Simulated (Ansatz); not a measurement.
bulk 2H WS2: the defect V_S

Calculation: PBE-D3(BJ), PAW (plane waves to 420 eV; Ansatz, an electronic-structure program). Cell: 96 sites, 4×4×1 repeats of a cell of 6 atoms; final energies on a 2×2×2 Γ-centred mesh. Site at the start: the S site. Finite-size correction: monopole term and site-potential alignment. Dielectric constants: PBE linear response of the host. Host gap at this level: 0.88 eV. A cell of this size leaves errors of a few tenths of an eV. Levels are measured in PBE's own, too narrow, gap. Spin–orbit coupling is left out, which matters for these heavy elements. Each state is the lowest found from its start.

Formation energies E_f are given with the Fermi level at the valence-band maximum. Chemical conditions: S-rich (Δμ(S) = 0.00 eV; only phases computed here count, gases as isolated molecules at 0 K); W-rich (Δμ(S) = -1.45 eV; only phases computed here count, gases as isolated molecules at 0 K). Reference phases: S: S8 molecule in a box.

Charges with a result: +2, +1, 0, −1. Others weren't obtained, and one of them could lie lower, also by skipping a charge.

```
charge         moment (μB)  point group  largest move off a lattice site (Å)  image correction with alignment (eV)  E_f, S-rich (eV)  E_f, W-rich (eV)
------  ------------------  -----------  -----------------------------------  ------------------------------------  ----------------  ----------------
+2*     not spin-polarised            –                                 0.10                                     –                 –                 –
+1*               quenched          C3v                                 0.09                                     –                 –                 –
0†      not spin-polarised            –                                 0.09                                  0.00              3.33              1.88
−1†                    1.0            –                                 0.11                                  0.26                 –                 –
```

* At this level the carrier isn't localised at the defect: at charge +2 holes occupy the valence band; at charge +1 holes occupy the valence band. Such a state is shallow or no state of the defect, and this cell gives it no level.

† Not settled in this cell, so no level is given: charge 0: no spin-polarised start tried; charge −1: level within 0.1 eV of a band edge or past it.

Point groups are those of the whole cell at tolerances of 0.03 and 0.1 Å ("near" where only the looser one holds); none is given for unsettled states.

Starting moments that weren't kept: charge +1 began with 1 μB and ended with 0.0.

Flagged in the runs: a doubtful potential alignment, a host whose relaxation on this sampling wasn't shown to rest, a strain field that reaches the edge of the cell.

All states together cost roughly 6 core-hours.
